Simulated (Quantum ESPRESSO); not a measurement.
A self-consistent single point of LiAg3 (P6_3/mmc, 8 atoms in the cell) with Quantum ESPRESSO.

Level of theory: PBEsol, SSSP 1.1.2 precision (PBE) pseudopotentials (plane waves; Quantum ESPRESSO 7.5).

```
CELL_PARAMETERS angstrom
      5.74089     0.00000     0.00000
     -2.87045     4.97176     0.00000
      0.00000     0.00000     4.65837
ATOMIC_POSITIONS crystal
  Li 0.33333 0.66667 0.75000
  Li 0.66667 0.33333 0.25000
  Ag 0.16807 0.33614 0.25000
  Ag 0.83193 0.66386 0.75000
  Ag 0.83193 0.16807 0.75000
  Ag 0.16807 0.83193 0.25000
  Ag 0.66386 0.83193 0.25000
  Ag 0.33614 0.16807 0.75000
```

Reference input (self-consistent single point, DFT, LDA (PZ), plane waves, GBRV 1.5 ultrasoft (LDA) pseudopotentials): ecutwfc = 40 Ry; ecutrho = 320 Ry; occupations = smearing; smearing = fd; degauss = 0.0099958 Ry; potentials = {Li: li_lda_v1.4.uspp.F.UPF, Ag: ag_lda_v1.4.uspp.F.UPF}; K_POINTS = automatic 5 5 5 0 0 0; conv_thr = 1e-09 Ry; mixing_beta = 0.7. This run's input differs from it in these lines:

```diff
@@ -13,4 +13,4 @@
  ntyp = 2
- ecutwfc = 40
- ecutrho = 320
+ ecutwfc = 75
+ ecutrho = 600
  occupations = 'smearing'
@@ -18,2 +18,3 @@
  degauss = 0.0099958
+ input_dft = 'pbesol'
 /
@@ -24,4 +25,4 @@
 ATOMIC_SPECIES
-Li     6.9400  li_lda_v1.4.uspp.F.UPF
-Ag   107.8682  ag_lda_v1.4.uspp.F.UPF
+Li     6.9400  li_pbe_v1.4.uspp.F.UPF
+Ag   107.8682  Ag_ONCV_PBE-1.0.oncvpsp.upf
 ATOMIC_POSITIONS {angstrom}
```

The program printed (abridged):

```
     Self-consistent Calculation

     iteration #  1     ecut=    75.00 Ry     beta= 0.70

     Threshold (ethr) on eigenvalues was too large:
     Diagonalizing with lowered threshold

     total energy              =   -1751.19273472 Ry
     estimated scf accuracy    <       0.15577711 Ry

     iteration #  2     ecut=    75.00 Ry     beta= 0.70

     total energy              =   -1751.22999919 Ry
     estimated scf accuracy    <       0.20774194 Ry

     iteration #  3     ecut=    75.00 Ry     beta= 0.70

     total energy              =   -1751.26900985 Ry
     estimated scf accuracy    <       0.00132896 Ry

   [... 4 blocks of this kind left out ...]

     iteration #  8     ecut=    75.00 Ry     beta= 0.70

     total energy              =   -1751.26958799 Ry
     estimated scf accuracy    <          1.1E-09 Ry

     iteration #  9     ecut=    75.00 Ry     beta= 0.70
     End of self-consistent calculation

     the Fermi energy is    14.0783 ev

!    total energy              =   -1751.26958799 Ry
     estimated scf accuracy    <          7.1E-11 Ry
     smearing contrib. (-TS)   =      -0.01175733 Ry
     internal energy E=F+TS    =   -1751.25783066 Ry

     convergence has been achieved in   9 iterations

     Forces acting on atoms (cartesian axes, Ry/au):

     atom    1 type  1   force =     0.00000000    0.00000000   -0.00000000
     atom    2 type  1   force =     0.00000000    0.00000000    0.00000000
     atom    3 type  2   force =    -0.00000000   -0.00052631   -0.00000000
     atom    4 type  2   force =     0.00000000    0.00052631    0.00000000
     atom    5 type  2   force =     0.00045580   -0.00026316    0.00000000
   [... lines left out ...]

     Total force =     0.001289     Total SCF correction =     0.000053

          total   stress  (Ry/bohr**3)                   (kbar)     P=      -29.98
  -0.00021755  -0.00000000   0.00000000          -32.00       -0.00        0.00
  -0.00000000  -0.00021755   0.00000000           -0.00      -32.00        0.00
   0.00000000   0.00000000  -0.00017630            0.00        0.00      -25.94

   JOB DONE.
```

The run converged in 9 iterations. Against the reference run the pressure goes from -7.69 to -3.00 GPa and the largest force goes from 0.041 to 0.014 eV/Å.

The starting cell comes from a database of computed structures (which also holds hypothetical and non-ambient phases and stackings), without a prior relaxation at this level.

Cost on one core of a shared machine: roughly 4 min.
